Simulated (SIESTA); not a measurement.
## SIESTA run on KTiO2F (P4/mmm, 5 atoms in the cell): self-consistent single point

Computed with SIESTA 5.4.2 with GGA PBEsol, numerical atomic orbitals DZP, PseudoDojo PBEsol standard norm-conserving potentials (rewritten from UPF to PSML).

This input was run:

```
# files in the folder: K.psml Ti.psml O.psml F.psml (PseudoDojo PBEsol standard)
SystemName  KTiO2F
SystemLabel ktio2f

NumberOfAtoms                5
NumberOfSpecies              4
%block ChemicalSpeciesLabel
  1 19 K
  2 22 Ti
  3 8 O
  4 9 F
%endblock ChemicalSpeciesLabel
LatticeConstant              3.875510 Ang
%block LatticeVectors
     1.000000000    0.000000000    0.000000000
     0.000000000    1.000000000    0.000000000
     0.000000000    0.000000000    1.079806271
%endblock LatticeVectors
AtomicCoordinatesFormat      Ang
%block AtomicCoordinatesAndAtomicSpecies
     0.000000000    0.000000000    0.000000000  1
     1.937755000    1.937755000    2.092400000  2
     1.937755000    0.000000000    2.092400000  3
     0.000000000    1.937755000    2.092400000  3
     1.937755000    1.937755000    0.000000000  4
%endblock AtomicCoordinatesAndAtomicSpecies

XC.functional                GGA
XC.authors                   PBEsol
PAO.BasisSize                DZP
PAO.EnergyShift              0.01 Ry
MeshCutoff                   350 Ry
%block kgrid.MonkhorstPack
    7   0   0  0.0
    0   7   0  0.0
    0   0   7  0.0
%endblock kgrid.MonkhorstPack
OccupationFunction           FD
ElectronicTemperature        10 K

MaxSCFIterations             150
SCF.Mixer.Method             Pulay
SCF.Mixer.Weight             0.2
SCF.Mixer.History            6
SCF.DM.Tolerance             1.0E-05
Diag.ParallelOverK           true
WriteForces                  true
```

Output, abridged:

```
reinit: Reading from file input.fdf

reinit: System Name: KTiO2F
reinit: System Label: ktio2f

coor:   Atomic-coordinates input format  =     Cartesian coordinates
coor:                                          (in Angstroms)

siesta: Atomic coordinates (Bohr) and species
siesta:      0.00000   0.00000   0.00000  1        1
siesta:      3.66183   3.66183   3.95406  2        2
siesta:      3.66183   0.00000   3.95406  3        3
siesta:      0.00000   3.66183   3.95406  3        4
siesta:      3.66183   3.66183   0.00000  4        5

siesta: System type = bulk

initatomlists: Number of atoms, orbitals, and projectors:      5    67    75

siesta: ******************** Simulation parameters ****************************
redata: Spin configuration                          = none
redata: Time-Reversal Symmetry                      = T
redata: Number of Atomic Species                    =        4
redata: Mesh Cutoff                                 =   350.0000 Ry
redata: Net charge of the system                    =     0.0000 |e|
redata: Min. number of SCF Iter                     =        0
redata: Max. number of SCF Iter                     =      150
redata: SCF convergence failure will abort job
redata: SCF mix quantity                            = Hamiltonian
redata: Mix DM or H after convergence               =   F
redata: Recompute H after scf cycle                 =   F
redata: Mix DM in first SCF step                    =   T
redata: No kicks to SCF
redata: DM Mixing Weight for Kicks                  =     0.5000
redata: Require Harris convergence for SCF          =   F
redata: Harris energy tolerance for SCF             =     0.000100 eV
redata: Require DM convergence for SCF              =   T
redata: DM tolerance for SCF                        =     0.000010
redata: Require EDM convergence for SCF             =   F
redata: EDM tolerance for SCF                       =     0.001000 eV
redata: Require H convergence for SCF               =   T
redata: Hamiltonian tolerance for SCF               =     0.001000 eV
redata: Require (free) Energy convergence for SCF   =   F
redata: (free) Energy tolerance for SCF             =     0.000100 eV
redata: Using DFT-D3 dispersion                     =   F
redata: Using Saved Data (generic)                  =   F
redata: Method of Calculation                       = Diagonalization
redata: Electronic Temperature                      =    10.0000 K
redata: Number of TDED substeps                     =        3
redata: Dynamics option                             = Single-point calculation
redata: Save all siesta data in one NC              =   F
redata: ***********************************************************************

%block SCF.Mixers
  Pulay
%endblock SCF.Mixers

%block SCF.Mixer.Pulay
  # Mixing method
  method pulay
  variant stable

  # Mixing options
  weight 0.2000
  weight.linear 0.2000
  history 6
%endblock SCF.Mixer.Pulay

DM_history_depth set to one: no extrapolation allowed by default for geometry relaxation
Size of DM history Fstack: 1
Total number of electrons:    40.000000
Total ionic charge:    40.000000

* ProcessorY, Blocksize:    1  64

* Orbital distribution balance (max,min):    67    67

 Kpoints in:          196 . Kpoints trimmed:          172

siesta: k-grid: Number of k-points = 172
siesta: k-points from Monkhorst-Pack grid
siesta: k-cutoff (effective) =    13.564 Ang
siesta: k-point supercell and displacements
siesta: k-grid:     7     0     0      0.000
siesta: k-grid:     0     7     0      0.000
siesta: k-grid:     0     0     7      0.000

diag: Algorithm                                     = D&C
diag: Parallel over k                               =   F
diag: Use parallel 2D distribution                  =   F
diag: Parallel block-size                           = 64
diag: Parallel distribution                         =     1 x     1
diag: Used triangular part                          = Lower
diag: Absolute tolerance                            =  0.100E-15
diag: Orthogonalization factor                      =  0.100E-05
diag: Memory factor                                 =  1.0000

superc: Internal auxiliary supercell:     7 x     7 x     5  =     245
superc: Number of atoms, orbitals, and projectors:   1225  16415  18375

                        Single-point calculation

superc: Internal auxiliary supercell:     7 x     7 x     5  =     245
superc: Number of atoms, orbitals, and projectors:   1225  16415  18375

outcell: Unit cell vectors (Ang):
        3.875510    0.000000    0.000000
        0.000000    3.875510    0.000000
        0.000000    0.000000    4.184800

outcell: Cell vector modules (Ang)   :    3.875510    3.875510    4.184800
outcell: Cell angles (23,13,12) (deg):     90.0000     90.0000     90.0000
outcell: Cell volume (Ang**3)        :     62.8539
new_DM -- step:     1
Initializing Density Matrix...

Attempting to read DM from file... Failed...
DM filled with atomic data:

InitMesh: MESH = 48 x 48 x 48 = 110592
InitMesh: Mesh cutoff (required, used) =   350.000   363.609 Ry

stepf: Fermi-Dirac step function

        iscf     Eharris(eV)        E_KS(eV)     FreeEng(eV)     dDmax    Ef(eV) dHmax(eV)
   scf:    1    -3960.187840    -3987.896901    -3987.896901  1.052584 -3.813825 15.744079
   scf:    2    -4004.964175    -3998.356207    -3998.356207  0.151271 -6.644756  6.459626
   scf:    3    -3997.510564    -3999.453184    -3999.453184  0.157765 -6.397103  2.365081
   scf:    4    -3999.092530    -3999.792218    -3999.792218  0.081579 -6.635706  2.222518
   scf:    5    -3999.932952    -3999.980669    -3999.980669  0.063075 -6.095371  0.484867
   scf:    6    -3999.936934    -3999.962062    -3999.962062  0.027149 -6.240729  0.897019
   [... 2 lines left out ...]
   scf:    9    -3999.995732    -3999.997770    -3999.997770  0.007138 -6.080296  0.100618
   scf:   10    -3999.998270    -3999.998188    -3999.998188  0.001976 -6.061494  0.001284
   scf:   11    -3999.998188    -3999.998188    -3999.998188  0.000029 -6.061282  0.000365
   scf:   12    -3999.998188    -3999.998188    -3999.998188  0.000055 -6.061096  0.000039
   scf:   13    -3999.998188    -3999.998188    -3999.998188  0.000001 -6.061096  0.000019

SCF Convergence by DM+H criterion
max |DM_out - DM_in|         :     0.0000010895
max |H_out - H_in|      (eV) :     0.0000190976
SCF cycle converged after 13 iterations

Using DM_out to compute the final energy and forces

siesta: E_KS(eV) =            -3999.9982

siesta: E_KS - E_eggbox =     -3999.9982

siesta: Atomic forces (eV/Ang):
     1    0.000000    0.000000    0.000000
     2    0.000000    0.000000    0.000000
     3    0.000000   -0.000000    0.000000
     4   -0.000000    0.000000    0.000000
     5   -0.000000   -0.000000    0.000000
   Tot    0.000000    0.000000    0.000000
   Max    0.000000
   Res    0.000000    sqrt( Sum f_i^2 / 3N )
   Max    0.000000    constrained

Stress tensor Voigt[x,y,z,yz,xz,xy] (kbar):       43.74       43.74       42.04        0.00        0.00       -0.00
(Free)E + p*V (eV/cell)    -4001.6918
Target enthalpy (eV/cell)    -3999.9982

siesta: Program's energy decomposition (eV):
siesta: Ebs     =      -898.315887
siesta: Eions   =      6358.423405
siesta: Ena     =      1230.357894
siesta: Ekin    =      1947.024586
siesta: Enl     =       -79.806137
siesta: Eso     =         0.000000
siesta: Edftu   =         0.000000
siesta: DEna    =        37.981694
siesta: DUscf   =         2.152903
siesta: DUext   =         0.000000
siesta: Ex      =      -722.668459
siesta: Ec      =       -56.617263
siesta: Exc     =      -779.285722
siesta: Eharris =     -3999.998188
siesta: Etot    =     -3999.998188
siesta: FreeEng =     -3999.998188

siesta: Stress tensor (static) (eV/Ang**3):
siesta:     0.027298    0.000000    0.000000
siesta:    -0.000000    0.027298   -0.000000
siesta:     0.000000    0.000000    0.026241

siesta: Cell volume =         62.853929 Ang**3

siesta: Pressure (static):
siesta:                Solid            Molecule  Units
siesta:          -0.00029348         -0.00029348  Ry/Bohr**3
siesta:          -0.02694570         -0.02694570  eV/Ang**3
siesta:         -43.17176322        -43.17176451  kBar
```

The run converged in 13 iterations.

The starting cell comes from a database of computed structures (which also holds hypothetical and non-ambient phases and stackings), without a prior relaxation at this level. Values carry the incompleteness of an atom-centred basis. With a pressure of about -4 GPa the cell is away from its equilibrium volume at this level.

Cost on one core of a shared machine: roughly 2 min.
